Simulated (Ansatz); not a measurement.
We consider PbS (model structure, started from the litharge type, P4/nmm, No. 129, 4 atoms in the cell), described by r²SCAN (plane waves, PAW; Ansatz, a first-principles code).

Settings: plane-wave cutoff 560 eV, 12×12×10 k mesh (along the axes of the cell as run), Fermi–Dirac smearing 0.05 eV, scalar-relativistic PAW data made under PBE.

Cell (relaxed at this level):

```
CELL_PARAMETERS angstrom
      5.08829     0.00000     0.00000
      0.00000     5.08829     0.00000
      0.00000     0.00000     4.16516
ATOMIC_POSITIONS crystal
  Pb 0.50000 0.00000 0.30177
  Pb 0.00000 0.50000 0.69823
  S  0.00000 0.00000 0.00000
  S  0.50000 0.50000 0.00000
```

Q: Predict the band gap, smallest direct gap on the k points sampled and Γ–Γ gap.

A: 
- band gap: 1.04 eV
- smallest direct gap on the k points sampled: 1.30 eV
- Γ–Γ gap: 3.12 eV

Note: the relaxation could raise the start's symmetry but not lower it, so the cell can be a saddle point.

Spin–orbit coupling is not included; with these elements it can move the gap by several tenths of an eV or more.

The computed numbers hold no vibrational or temperature effects.

A model structure was made by putting elements into a prototype or built by hand; it is no filed structure, need not be a known phase, and can be a saddle point held by its symmetry.
